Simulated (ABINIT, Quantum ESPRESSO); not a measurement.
An ABINIT input for a self-consistent single point of NbAs (I4_1md, 4 atoms in the cell) (DFT, PBE, plane waves, norm-conserving pseudopotentials (PseudoDojo nc-sr-05 PBE standard)):

```
# NbAs, PseudoDojo nc-sr-05 PBE standard
pp_dirpath "./"
pseudos "Nb.upf, As.upf"
acell 3*1.0 Angstrom
rprim
        -1.7332700000    1.7332700000    5.9050300000
         1.7332700000   -1.7332700000    5.9050300000
         1.7332700000    1.7332700000   -5.9050300000
natom 4
ntypat 2
znucl 41 33
typat 1 1 2 2
xred
         0.7497200000    0.7497200000    0.0000000000
         0.4997200000    0.9997200000    0.5000000000
         0.1672800000    0.1672800000    0.0000000000
         0.9172800000    0.4172800000    0.5000000000
ecut 42 Ha
occopt 3
tsmear 0.00183747
nband 36
kptopt 1
ngkpt 8 8 8
nshiftk 1
shiftk 0 0 0
nstep 60
tolvrs 1.0e-12
prtwf 0
prtden 0
enunit 2
```

### Question
Give the Quantum ESPRESSO input for the same structure, mesh, smearing and functional.

### Answer
This is the input that was run; spellings and numerical settings could be chosen otherwise.

```fortran
&control
    calculation = 'scf',
    outdir = './tmp/',
    pseudo_dir = './',
    tprnfor = .true.,
    tstress = .true.,
/
&system
    ibrav = 7,
    celldm(1) = 6.5508112001,
    celldm(3) = 3.406872558805,
    nat = 4,
    ntyp = 2,
    ecutwfc = 40,
    ecutrho = 320,
    occupations = 'smearing',
    smearing = 'fd',
    degauss = 0.0036749,
/
&electrons
    conv_thr = 1e-10,
    mixing_beta = 0.7,
/
ATOMIC_SPECIES
Nb    92.9064  nb_pbe_v1.uspp.F.UPF
As    74.9216  as_pbe_v1.uspp.F.UPF
ATOMIC_POSITIONS angstrom
Nb    0.0000000000    0.0000000000    8.8542381832
Nb    0.0000000000    1.7332700000    5.9017231832
As    0.0000000000    0.0000000000    1.9755868368
As   -1.7332700000    0.0000000000    4.9281018368
K_POINTS automatic
8 8 8  0 0 0
```

Basis, cutoffs, solver keys and any potentials are the target program's own. This input uses DFT, PBE, plane waves, GBRV 1.5 ultrasoft (PBE) pseudopotentials.

The starting cell comes from a database of computed structures (which also holds hypothetical and non-ambient phases and stackings), without a prior relaxation at this level.
